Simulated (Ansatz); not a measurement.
# Sensitivity of a calculation on InBi (P-6m2, 2 atoms in the cell) to its settings

```
InBi
1.0
    4.15875     0.00000     0.00000
   -2.07938     3.60159     0.00000
    0.00000     0.00000     4.05874
In Bi
1 1
Direct
  0.00000   0.00000   0.00000
  0.66667   0.33333   0.50000
```

Base run A: PBE run with Ansatz (an electronic-structure program), self-consistent single point.

Its settings: basis.ecutwfc = 30.9 Ry; kpoints.mp_grid.grid = 9 9 8; hamiltonian.xc = pbe; hamiltonian.pseudopotentials = {kind: paw} (the program's default PAW files); scf.occupations.method = gaussian; scf.occupations.width = 0.01 Ry.

The starting cell was generated: these elements placed on a structure prototype, without a prior relaxation; it need not be a known phase or ordering of this composition. Its lattice was rescaled by a random factor within 2.5 % of one. Ansatz's pressure includes its estimate of the finite-basis (Pulay) stress.

ΔF is the free energy per atom less that of run A. 

Run A gave: pressure (GPa) 2.51; largest force (eV/Å) 0.000; k-points 60; valence electrons 28.

Runs:
- B: 1 x 2 x 1 supercell, mesh divided and rounded up; kpoints.mp_grid.grid: 9 9 8 → 9 5 8
- C: scf.occupations.method: gaussian → methfessel_paxton; scf.occupations.width: 0.01 Ry → 0.022 Ry
- D: scf.convergence.dr2_threshold: default (1e-07 eV) → 0.0001 eV
- E: kpoints.mp_grid.grid: 9 9 8 → 18 18 16
- F: scf.mixing.algorithm: default (the program chose MSR1) → broyden; scf.mixing.beta: default → 0.7
- G: scf.mixing.algorithm: default (the program chose MSR1) → msr1
- H: scf.eigensolver.kind: default (the program chose band_cg) → davidson
- I: scf.mixing.preconditioner: default (the program chose Kerker) → resta; scf.mixing.eps_inf: default → 3

Question: What does run E change against A?

Answer: The free energy drops by 2.1 meV/atom and the pressure stays near 2.49 GPa while the zz stress (positive for compression) goes from 3.10 to 2.54 GPa.

Question: What does run C change against A?

Answer: The free energy goes up by 2.8 meV/atom and the pressure hardly changes (2.51 to 2.49 GPa).

```tsv
run	ΔF (meV/atom)	pressure (GPa)	largest force (eV/Å)	k-points	valence electrons
A	0.00	2.51	0.000	60	28
B	2.1	2.51	0.006	115	56
C	2.8	2.49	0.000	60	28
D	0.00	2.51	0.000	60	28
E	-2.1	2.49	0.000	333	28
F	0.00	2.51	0.000	60	28
G	0.00	2.51	0.000	60	28
H	0.00	2.51	0.000	60	28
I	0.00	2.51	0.000	60	28
```

Keys are those of Ansatz 0.2.
